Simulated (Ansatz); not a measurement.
## A computed series for Au: response to strain

The parent structure is Au in the fcc (Cu type) structure (space group Fm-3m, No. 225; a = 4.125 Å; relaxed with 0.1 eV smearing). Axes: x, y, z lie along the cube axes.

Strains are applied to the cell and any free atomic positions relax.

Level of theory: Ansatz (a quantum-chemistry and plane-wave program) r2SCAN, no SOC.

Notes on the quantities. pressure: mean of the normal stresses, compression positive; energy relative to the base: free energy F.

| variant | volume per atom | pressure | energy relative to the base |
|---|---|---|---|
| base | 17.54 Å³ | 0.0 GPa | 0 meV/atom |
| uniaxial strain ε_zz = +0.50 % | 17.63 Å³ | -0.8 GPa | +0.2 meV/atom |
| uniaxial strain ε_zz = +1.00 % | 17.72 Å³ | -1.5 GPa | +0.9 meV/atom |
| uniaxial strain ε_zz = +1.50 % | 17.80 Å³ | [?] | [?] |
| uniaxial strain ε_zz = +2.00 % | 17.89 Å³ | -2.8 GPa | +3.4 meV/atom |
| uniaxial strain ε_zz = +2.50 % | 17.98 Å³ | -3.5 GPa | +5.3 meV/atom |
| uniaxial strain ε_zz = +3.00 % | 18.07 Å³ | -4.1 GPa | +7.5 meV/atom |

**Question.** Some entries are withheld; estimate them.

**Answer.** 
- uniaxial strain ε_zz = +1.50 %, pressure: -2.2 GPa
- uniaxial strain ε_zz = +1.50 %, energy relative to the base: +1.9 meV/atom

No phonon test of stability was made.
